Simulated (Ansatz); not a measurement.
**Fermi-surface data of TaRu (P4/mmm)**

Data:

```yaml
crystal:
  lattice:
    - [3.02149, 0.00000, 0.00000]
    - [0.00000, 3.02149, 0.00000]
    - [0.00000, 0.00000, 3.39172]
  atoms:
    - { symbol: Ta, position: [0.50000, 0.50000, 0.50000] }
    - { symbol: Ru, position: [0.00000, 0.00000, 0.00000] }
```

These are PBEsol, rigid bands (plane waves, PAW, scalar-relativistic; Ansatz, a first-principles code) values and carry that method's errors. How the cell was made: cell and atoms relaxed with PBEsol.

```json
{
 "density of states at the Fermi level": "1.93 states/(eV·cell), both spins",
 "bare Sommerfeld coefficient": "2.3 mJ/(mol of atoms·K²)",
 "drude_plasma_energy": "7.0 (x), 7.0 (y), 7.3 (z) eV",
 "root-mean-square Fermi velocity": "5.5e5 m/s",
 "resistivity times τ": "10.1 (x), 10.1 (y), 9.1 (z) ×10⁻²² Ω·m·s"
}
```

A metal at this level (no band gap); rigid bands, thermally averaged at 300 K, both spins. Spin-orbit coupling is left out, which matters with elements this heavy. τ is one relaxation time for all states.

Formula and space group known from diffraction (Crystallography Open Database), not checked to be the room-temperature form: TaRu (P4/mmm).
